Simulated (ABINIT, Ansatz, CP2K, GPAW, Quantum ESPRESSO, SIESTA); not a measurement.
# Code comparison for Cu₂Te (P6/mmm, 6 atoms in the cell)

Self-consistent single point.

```xyz
6
Lattice="4.3724 0.0000 0.0000 -2.1862 3.7866 0.0000 0.0000 0.0000 8.6590" Properties=species:S:1:pos:R:3 pbc="T T T"
Cu     2.1862     1.2622     1.3157
Cu     0.0000     2.5244     7.3433
Cu     0.0000     2.5244     1.3157
Cu     2.1862     1.2622     7.3433
Te     0.0000     0.0000     2.3049
Te     0.0000     0.0000     6.3541
```

All programs got the same cell, k-point mesh and kind of occupations (in Ansatz's words: kpoints.mp_grid.grid = 7 7 3; scf.occupations.method = gaussian; scf.occupations.width = 0.136 eV); potentials, basis and cutoffs are each program's usual ones.

| code | model | pressure (GPa) | largest force (eV/Å) | k-points | cutoff |
|---|---|---|---|---|---|
| GPAW | PBEsol, GPAW PAW datasets PBEsol (made by gpaw-setup) | -5.54 | 0.552 | 16 | 800 eV |
| Quantum ESPRESSO | PBEsol, PSlibrary PAW (PBE) pseudopotentials | -5.90 | 0.528 | 16 | 50 Ry |
| CP2K | PBEsol, GPW, DZVP-MOLOPT-SR-GTH basis, GTH-PBE potentials (GTH_POTENTIALS) | -3.56 | 0.234 | 74 | grid 600 Ry |
| ABINIT | PBEsol, PAW (JTH v2.0 PBE PAW, files made for PBE) | -5.24 | 0.477 | 16 | 60 Ry |
| SIESTA | GGA PBEsol, numerical atomic orbitals DZP, PseudoDojo PBEsol standard norm-conserving potentials (rewritten from UPF to PSML) | -5.60 | 0.347 | 74 | grid 400 Ry |
| Ansatz | PBEsol, PAW files made with PBE | -5.63 | 0.559 | 16 | default |

Size of the force on each atom (eV/Å): Sizes of forces hide their directions.

```csv
code,Cu1,Cu2,Cu3,Cu4,Te5,Te6
GPAW,0.039,0.039,0.039,0.039,0.552,0.552
Quantum ESPRESSO,0.001,0.001,0.001,0.001,0.528,0.528
CP2K,0.089,0.089,0.089,0.089,0.234,0.234
ABINIT,0.043,0.043,0.043,0.043,0.477,0.477
SIESTA,0.170,0.170,0.170,0.170,0.347,0.347
Ansatz,0.013,0.013,0.013,0.013,0.559,0.559
```

No clean gap comes from GPAW, Quantum ESPRESSO, CP2K, ABINIT, SIESTA and Ansatz (an electronic-structure program): levels at the Fermi energy touch, overlap or are partly filled at this smearing.

The spread over the programs that give each value: pressure within 2.34 GPa; largest force within 0.325 eV/Å.

The starting cell comes from a database of computed structures (which also holds hypothetical and non-ambient phases and stackings), without a prior relaxation at this level. Its lattice was rescaled by a random factor within 2.5 % of one. On Ansatz's run: Spin-orbit coupling is off. Spin polarisation is off. In the base run, with a pressure of about -6 GPa the cell is away from its equilibrium volume at this level. The run gives no clean gap (levels at the Fermi energy touch, overlap or are partly filled at this smearing), which alone does not show that the compound is a metal.

Problem. Why do the programs differ, and what cannot be compared?

Solution. Differences of this kind can come from the potentials, where these differ, and from what each basis and cutoff leave unconverged. The valence holds different numbers of electrons (GPAW 56, Quantum ESPRESSO 56, CP2K 56, ABINIT 88, SIESTA 108, Ansatz 108). The zero of total energies and Fermi levels follows the potentials and each program's conventions, so they are not compared here. CP2K and SIESTA use small atom-centred bases, whose incompleteness enters pressures, forces and empty levels differently from a plane-wave cutoff. Ansatz's pressure is given at a fixed set of plane waves, as the other plane-wave codes print theirs; with its correction for the finite basis it is -5.56 GPa. The programs reduce the same mesh by symmetry to different extents, which changes the work and not the result. In the pressure, CP2K (by 2.02) lies more than 1 GPa from the median of the plane-wave programs. In the force vectors, CP2K (by 0.306) and SIESTA (by 0.194) lie more than 0.08 eV/Å from the median of the plane-wave programs.

Left out of this page: Elk (failed or unconverged); FLEUR (not drawn, or without a comparable value).

Keys are those of Ansatz 0.2.
